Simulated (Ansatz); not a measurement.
Results of r²SCAN+rVV10 (PAW; Ansatz, a program for electronic structure) for quartz-high SiO2 (high-temperature phase).

Settings: plane-wave cutoff 560 eV, 12×12×6 k mesh (along the axes of the cell as run), Fermi–Dirac smearing 0.01 eV, scalar-relativistic PAW data made under PBE.

Computed at the level's own relaxed cell.

Q: Predict the band gap, smallest direct gap on the k points sampled, lattice constant a and lattice parameter c.

A: 
* **band gap**: 6.19 eV (indirect)
* **smallest direct gap on the k points sampled**: 6.38 eV
* **lattice constant a**: 5.050 Å
* **lattice parameter c**: 5.535 Å

Note: symmetry holds this phase in the static calculation, where it need not be a minimum; held by symmetry at 0 K, a high-temperature phase can be a saddle point.

The computed numbers hold no vibrational or temperature effects.

Computing time: around 80 core-seconds (rough).
